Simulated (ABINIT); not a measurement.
ABINIT run on CrB4 (P1, 5 atoms in the cell): self-consistent single point.

Method of the run: LDA (PW92), PAW (JTH v2.0 LDA PAW) (plane waves; ABINIT 10.0.3).

The change in words: lattice scaled by 0.98. Reference geometry:
```yaml
crystal:
  lattice:
    - [-1.42485, 2.36627, 2.72992]
    - [1.42485, -2.36627, 2.72992]
    - [1.42485, 2.36627, -2.72992]
  atoms:
    - { symbol: Cr, position: [0.99100, 0.96904, 0.96586] }
    - { symbol: B, position: [0.50840, 0.33243, 0.17681] }
    - { symbol: B, position: [0.48252, 0.68984, 0.84187] }
    - { symbol: B, position: [0.15148, 0.33694, 0.82412] }
    - { symbol: B, position: [0.86660, 0.67175, 0.19134] }
```

Reference input (self-consistent single point, DFT, LDA (PW92), plane waves, PAW (JTH v2.0 LDA PAW)): pseudos = [Cr.LDA_PW-JTH.xml, B.LDA_PW-JTH.xml]; ecut = 30 Ha; pawecutdg = 60 Ha; ixc = 7; occopt = 3; tsmear = 0.1 eV; ngkpt = 6 9 9; nshiftk = 1; shiftk = 0 0 0; potentials = JTH v2.0 LDA PAW; nband = 18; kptopt = 1. This run's input differs from it in these lines:

```diff
@@ -5,5 +5,5 @@
 rprim
-        -1.4248550000    2.3662700000    2.7299200000
-         1.4248550000   -2.3662700000    2.7299200000
-         1.4248550000    2.3662700000   -2.7299200000
+        -1.3963580000    2.3189450000    2.6753220000
+         1.3963580000   -2.3189450000    2.6753220000
+         1.3963580000    2.3189450000   -2.6753220000
 natom 5
```

The program printed (abridged):

```
--- !BeginCycle
solver: {iscf: 17, nstep: 60, nline: 4, wfoptalg: 10, }
tolerances: {tolvrs: 1.00E-12, }
...

     iter   Etot(hartree)      deltaE(h)  residm     nres2
 ETOT  1  -98.462353282730    -9.846E+01 5.196E+00 2.902E+02
 ETOT  2  -100.21907897410    -1.757E+00 1.420E-01 2.035E+03
 ETOT  3  -99.045658989746     1.173E+00 1.646E-01 1.029E+01
 ETOT  4  -99.075482406521    -2.982E-02 2.804E-02 2.951E+00
 ETOT  5  -99.073349971447     2.132E-03 1.062E-01 3.562E-01
   [... 9 lines left out ...]
 ETOT 15  -99.073193583936     1.847E-12 8.048E-04 5.077E-10
 ETOT 16  -99.073193583936    -3.979E-13 7.449E-04 3.111E-11
 ETOT 17  -99.073193583936     2.984E-13 7.236E-04 3.398E-12
 ETOT 18  -99.073193583936    -1.137E-13 5.078E-04 3.134E-13
 At SCF step   18       nres2   =  3.13E-13 < tolvrs=  1.00E-12 =>converged.

 Cartesian components of stress tensor (hartree/bohr^3)
  sigma(1 1)= -2.81253930E-04  sigma(3 2)= -3.93971989E-05
  sigma(2 2)= -7.90890372E-04  sigma(3 1)= -1.29995580E-05
  sigma(3 3)= -6.60780523E-04  sigma(2 1)=  3.09141660E-05

 ----iterations are completed or convergence reached----

 reduced coordinates (array xred) for    5 atoms
       0.991001000000      0.969035000000      0.965864000000
       0.508397000000      0.332434000000      0.176809000000
       0.482523000000      0.689844000000      0.841872000000
       0.151476000000      0.336936000000      0.824116000000
       0.866603000000      0.671750000000      0.191339000000
 cartesian forces (eV/Angstrom) at end:
    1      1.08994616549055     0.30956543157090     0.18162180207421
   [... lines left out ...]
 Fermi (or HOMO) energy (hartree) =   0.36070   Average Vxc (hartree)=  -0.47680
 Fermi (or HOMO) energy (eV) =   9.81527   Average Vxc (eV)= -12.97436
   [... lines left out ...]
'-kT*entropy'       : -5.72660547831633E-04
total_energy        : -9.90731934744957E+01
total_energy_eV     : -2.69591869787055E+03
...

-Cartesian components of stress tensor (GPa)         [Pressure=  1.6995E+01 GPa]
- sigma(1 1)= -8.27477491E+00  sigma(3 2)= -1.15910541E+00
- sigma(2 2)= -2.32687942E+01  sigma(3 1)= -3.82460137E-01
- sigma(3 3)= -1.94408309E+01  sigma(2 1)=  9.09526012E-01

 Calculation completed.
```

The run converged in 18 iterations. 

The starting cell comes from a database of computed structures (which also holds hypothetical and non-ambient phases and stackings), without a prior relaxation at this level. Its atoms were displaced at random from the sites of space group no. 71. For this run, on top of that: lattice scaled by 0.98. Spin polarisation is off. With a pressure of about 17 GPa the cell is away from its equilibrium volume at this level. Forces in this geometry exceed 1 eV/Å.

These are the values that this program gave, and no reference: the one-centre exchange-correlation terms come from a truncated expansion.

Cost on one core of a shared machine: roughly 8 min.
